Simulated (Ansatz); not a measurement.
## A computed series for GaAs: response to strain

Consider GaAs in the zinc blende structure (space group F-43m, No. 216).

```
GaAs
1.0
    0.00000     2.83335     2.83335
    2.83335     0.00000     2.83335
    2.83335     2.83335     0.00000
Ga As
1 1
Direct
  0.00000   0.00000   0.00000
  0.25000   0.25000   0.25000
```

Cartesian axes are those of the cell as printed.

Strains are applied to the cell and any free atomic positions relax; under biaxial strain the out-of-plane vector relaxes too.

Level of theory: r2SCAN in Ansatz (plane waves to 500 eV, PAW, no spin-orbit coupling).

Notes on the quantities. in-plane stress: mean in-plane stress (compression positive); energy relative to the base: free energy F.

| change | in-plane stress | out-of-plane strain | band gap | energy relative to the base | electron mass |
|---|---|---|---|---|---|
| base | – | – | 0.96 eV | 0 meV/atom | 0.051 mₑ (at Γ) |
| biaxial strain −2.50 %, plane normal [111], relaxed out of plane | +4.7 GPa | +1.11 % | 1.11 eV | +16 meV/atom | 0.056 mₑ out of plane, 0.069 mₑ in plane (at Γ) |
| biaxial strain −2.08 %, plane normal [111], relaxed out of plane | +3.9 GPa | +0.91 % | 1.10 eV | +11 meV/atom | 0.056 mₑ out of plane, 0.066 mₑ in plane (at Γ) |
| biaxial strain −1.67 %, plane normal [111], relaxed out of plane | +3.1 GPa | +0.73 % | 1.08 eV | +7.1 meV/atom | 0.055 mₑ out of plane, 0.063 mₑ in plane (at Γ) |
| biaxial strain −1.25 %, plane normal [111], relaxed out of plane | +2.3 GPa | +0.54 % | 1.06 eV | +3.9 meV/atom | 0.055 mₑ out of plane, 0.059 mₑ in plane (at Γ) |
| biaxial strain −0.83 %, plane normal [111], relaxed out of plane | +1.5 GPa | +0.36 % | 1.03 eV | +1.7 meV/atom | – |
| biaxial strain −0.42 %, plane normal [111], relaxed out of plane | +0.7 GPa | +0.18 % | 1.00 eV | +0.4 meV/atom | 0.053 mₑ (at Γ) |

Effective masses come from finite differences of ±0.01 Å⁻¹. No phonon test of stability was made.

Ansatz is a program for electronic structure.
